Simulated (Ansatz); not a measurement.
**Response to strain in BeSe**

Start from BeSe in the zinc blende structure (space group F-43m, No. 216; a = 5.0816 Å). Axes: x, y, z lie along the cube axes.

Strains are applied to the cell and any free atomic positions relax; under biaxial strain the out-of-plane vector relaxes too.

All numbers come from Kohn–Sham DFT with the LDA functional, run in Ansatz (a quantum-chemistry and plane-wave program) with PAW and 420 eV plane waves, no SOC.

```json
[
 {"biaxial strain, plane normal [001], relaxed out of plane (%)": "-3", "out-of-plane strain (%)": "2.39"},
 {"biaxial strain, plane normal [001], relaxed out of plane (%)": "-2.5", "out-of-plane strain (%)": "2.00"},
 {"biaxial strain, plane normal [001], relaxed out of plane (%)": "-2", "out-of-plane strain (%)": "1.60"},
 {"biaxial strain, plane normal [001], relaxed out of plane (%)": "-1.5", "out-of-plane strain (%)": "1.21"},
 {"biaxial strain, plane normal [001], relaxed out of plane (%)": "-1", "out-of-plane strain (%)": "?"},
 {"biaxial strain, plane normal [001], relaxed out of plane (%)": "-0.5", "out-of-plane strain (%)": "0.40"},
 {"biaxial strain, plane normal [001], relaxed out of plane (%)": "0", "out-of-plane strain (%)": "0.00"}
]
```

Question: Fit ε⊥ = −νε + γε² (strains in %) to the rows shown and predict the withheld row.

Answer: Least squares on the printed values gives ν = 0.81 (the biaxial Poisson response) and γ = -0.005 (largest residual 0.00 %); this predicts 0.81 %, and the run gives 0.81 %, in agreement.

No phonon test of stability was made.
